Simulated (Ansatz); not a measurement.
System: rock-salt LuN. Method: PBE0 (PAW; Ansatz, a first-principles code).

Numerical settings: plane-wave cutoff 460 eV, 10×10×10 k mesh, Fermi–Dirac smearing 0.05 eV, scalar-relativistic PAW data made under PBE.

Computed at the level's own relaxed cell.

Task: Give the computed equilibrium lattice constant a, bulk modulus B0, smallest direct gap on the k points sampled, band gap, volume per atom and direct gap at Γ.

Result: 
equilibrium lattice constant a: 4.758 Å
bulk modulus B0: 185 GPa
smallest direct gap on the k points sampled: 2.27 eV
band gap: 1.53 eV (on the SCF k mesh)
volume per atom: 13.46 Å³/atom
direct gap at Γ: 5.19 eV

Spin–orbit coupling is not included.

Static lattice: no zero-point or thermal effects.
